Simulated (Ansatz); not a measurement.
Consider this model of amorphous In24O35F2.

```xyz
61
Lattice="9.5275 0.0000 0.0000 0.0000 9.5275 0.0000 0.0000 0.0000 9.5275" Properties=species:S:1:pos:R:3 pbc="T T T"
In     3.2450     8.1558     1.2922
In     7.3631     7.7789     5.9436
In     6.9293     4.5360     6.9385
In     2.0187     1.5582     1.4358
In     8.5894     6.4073     8.8068
In     9.0636     8.4910     2.4590
In     2.2170     0.0161     4.2904
In     6.7996     0.1071     0.0430
In     9.3295     2.9959     4.3783
In     2.2600     4.5890     2.1705
In     5.5137     9.0113     3.4411
In     6.3657     1.4687     5.9728
In     0.6220     9.5008     8.5744
In     3.8626     9.2969     7.2914
In     8.3263     2.7542     0.8749
In     4.4380     2.5170     8.9108
In     5.7360     6.3624     0.7555
In     3.0310     5.9703     8.2353
In     5.4439     3.0568     2.5935
In     1.0183     6.1608     5.3709
In     0.7387     3.6528     8.1639
In     7.7463     5.6324     3.2213
In     4.5149     5.9280     4.4403
In     3.1756     3.2958     5.9145
O      5.8156     1.4866     3.9071
O      0.4822     5.0917     3.5685
O      0.9542     1.5265     3.4244
O      3.4080     0.3850     2.5175
O      1.0263     5.7702     8.5962
O      5.5370     8.8507     5.7512
O      3.6024     4.0560     3.9343
O      5.7168     5.2462     2.5158
O      2.7490     0.9911     8.9205
O      5.1945     3.1955     6.7856
O      3.1540     1.1082     5.8042
O      8.7485     6.3173     6.4915
O      8.1701     0.6154     1.5224
O      8.0941     6.7118     1.3551
O      3.3570     6.0209     1.0263
O      7.8376     2.9776     5.8505
O      3.8577     7.6574     3.5531
O      0.8684     7.9738     4.0980
O      6.2847     6.1441     8.3019
O      0.9137     3.3561     1.0417
O      5.5978     0.8237     8.0128
O      7.4282     7.8443     3.7445
O      6.4486     5.7527     5.2082
O      5.5289     8.4187     1.2954
O      9.2948     1.8213     8.6029
O      1.0881     3.7462     5.9881
O      7.8130     3.4998     2.8482
O      1.1921     8.8418     1.0347
O      3.0262     5.9902     6.0502
O      2.9586     3.8336     8.0734
O      8.2116     4.2557     8.7224
O      3.6506     3.0610     1.3764
O      3.8501     7.7972     8.6993
O      8.2397     8.4875     8.3775
O      6.1941     2.3697     0.6494
F      8.2022     0.2388     5.8143
F      1.6348     8.5376     6.9752
```

Computed with PBE, scalar-relativistic without spin-orbit coupling (plane waves to 420 eV, PAW; Ansatz, an electronic-structure program).

It comes from a melt-quench run on a machine-learned potential (CHGNet), relaxed afterwards by DFT. O and F atoms were pushed apart under 1.9 Å during the dynamics, to hinder bonds among them. The hot cell started wider than the set density and was brought back towards it in steps. It is the lowest in DFT energy of 2 quenches. It is a model cell: composition and starting density were chosen by hand, and all elements were melted together. No dispersion term was used. Its density started from a set value of 6.44 and ended at 6.44 g/cm³. The quench (nominally 330 K/ps over its main leg) was far faster than any real one, so the model tends to hold more defects than a real film. One small periodic cell is one sample of the glass; other quenches scatter about these values. The volume was held where the preparation left it, at a PBE pressure of -1.0 GPa (tension). Stress components on the final sampling reach 2.4 GPa.

Cut-offs for bonds: In-In 3.12 Å, In-O 2.82 Å, In-F 2.39 Å, O-O 1.58 Å, O-F 1.48 Å, F-F 1.37 Å. Two cations that share two anions don't count as bonded, nor two that share one unless they lie closer than In-In 3.04 Å.

Give the coordination numbers, mean bond lengths and angles.


* **Mean coordination of In by anions**: 5.58 (10 with 5, 14 with 6)
* **Mean coordination of O**: 3.71 (10 with 3, 25 with 4)
* **Mean coordination of F**: 2.00 (2 with 2)
* **Mean In-O bond**: 2.224 Å (spread 0.128 Å, 130 counted)
* **Mean In-F bond**: 2.219 Å (spread 0.096 Å, 4 counted)
* **Bond angle at In**: mean 104.2°, spread 28.2°
* **Bond angle at O**: mean 110.2°, spread 17.4°

List the pairs of like atoms that count as bonded by the rules above.

There are none by these rules.
